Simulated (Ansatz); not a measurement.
An Ansatz (an electronic-structure program) run: a single point on Ca(OH)2, its geometry relaxed with PBEsol; HSE06/PAW in Ansatz, scalar-relativistic without spin-orbit coupling.

Input:

Ansatz 0.2 input:
```yaml
crystal:
  lattice:
    - [3.5611550256, 0, 0]
    - [-1.7805775128, 3.084050719, 0]
    - [0, 0, 4.7676542636]
  atoms:
    - { symbol: Ca, position: [0, 0, 0] }
    - { symbol: H, position: [0.6666666667, 0.3333333333, 0.5566398759] }
    - { symbol: H, position: [0.3333333333, 0.6666666667, 0.4433601241] }
    - { symbol: O, position: [0.6666666667, 0.3333333333, 0.7611927501] }
    - { symbol: O, position: [0.3333333333, 0.6666666667, 0.2388072499] }
basis: { ecutwfc: 420, ecutrho_ratio: 4, xc_grid: 2, fft_grid_basis: typed }
kpoints: { mp_grid: { grid: [8, 8, 4] } }
hamiltonian:
  xc: hse06
  dispersion: none
  pseudopotentials: { kind: paw }
scf: { occupations: { method: fermi_dirac, width: 0.01 } }
output: { eigenvalues: true, eigenstates: { kpoints: [[0, 0, 0], [0, 0, 0.5], [0.5, 0, 0]] } }
```

Output (explanatory and most iteration lines left out):

```
Pseudopotential: Ca, paw, valence charge 10
Pseudopotential: H, paw, valence charge 1
Pseudopotential: O, paw, valence charge 6
Crystal: 5 atoms, lattice volume = 52.362 Å³
Basis set: ecut = 420 eV, 993 PW (Γ), exchange–correlation on 48×48×64 points (8 copies of the dense FFT grid, shifted against one another)
Bands: 17, of which v1, the nominal top of the filled ones, is band 12 counted from 1 (11 counted from 0)
Symmetry: 12 space group operations
Space group: P-3m1 (ITA 164), of the structure as read, at distance tolerance 3.7e-5 Å
k-points: 35 of 256
Functional: x = pbe(κ = 0.804, μ = 0.2195149727645171), c = pbe(β = 0.06672455060314922), warm-up for x = pbe(κ = 0.804, μ = 0.2195149727645171) + 0.25 (exact …
SCF iter   1: F=—  HF=-2987.929935 eV  |F-HF|=—  |Δ(HF+E_count)|=         —  Δρ=1.14e-3  dr2=2.03e-4  ethr=1.77e-3  ⟨swp⟩=2.1  Hψ=4645  notcnv=0
SCF iter   2: F=-2987.929454 eV  HF=-2987.929589 eV  |F-HF|=1.35e-4  |Δ(HF+E_count)|=   3.45e-4  Δρ=5.41e-4  dr2=3.34e-5  ethr=8.48e-7  ⟨swp⟩=5.2  Hψ=1850  notcnv=0  defer=32
SCF 1 stopped early in 2 iterations: F = -2987.929454 eV  dr2 = 3.34e-5
Crystal: 5 atoms, lattice volume = 52.362 Å³
Functional: x = pbe(κ = 0.804, μ = 0.2195149727645171) + 0.25 (exact − pbe) at short range (hse, ω = 0.20786987370883472 Å⁻¹), c = pbe(β = 0.06672455060314922); HSE06 as pw.x's `hse` composes it (authors' and Libxc's form: `xc: wpbeh`)
SCF iter   1: F=—  HF=-2988.462206 eV  |F-HF|=—  |Δ(HF+E_count)|=         —  Δρ=6.94e-3  dr2=3.13e-2  ethr=1.39e-6  ⟨swp⟩=8.9  Hψ=3200  notcnv=0
SCF iter   2: F=—  HF=-2988.452723 eV  |F-HF|=—  |Δ(HF+E_count)|=   9.48e-3  Δρ=4.88e-3  dr2=5.15e-3  ethr=1.39e-6  ⟨swp⟩=5.5  Hψ=2471  notcnv=0
SCF 2 stopped early in 7 iterations: F = -2988.459699 eV  dr2 = 7.33e-7
Crystal: 5 atoms, lattice volume = 52.362 Å³
SCF iter   1: F=—  HF=-2988.459758 eV  |F-HF|=—  |Δ(HF+E_count)|=         —  Δρ=4.31e-5  dr2=5.58e-7  ethr=3.46e-7  ⟨swp⟩=6.6  Hψ=1654  notcnv=0
SCF iter   2: F=-2988.459758 eV  HF=-2988.459758 eV  |F-HF|=1.66e-8  |Δ(HF+E_count)|=   1.89e-8  Δρ=2.04e-5  dr2=9.22e-8  ethr=1.66e-9  ⟨swp⟩=3.9  Hψ=1447  notcnv=0
SCF 3 converged in 2 iterations: F = -2988.459758 eV  dr2 = 9.22e-8
Free energy (F): -2988.459758 eV
Internal energy: -2988.459758 eV  (E = F + TS)
E sigma→0 (E₀):  -2988.459758 eV
Fermi energy:    5.095524 eV
```

Single points use the geometry relaxed with PBEsol. No phonon test of stability was made. The cell is Ca(OH)₂ (space group P-3m1, No. 164; layered).
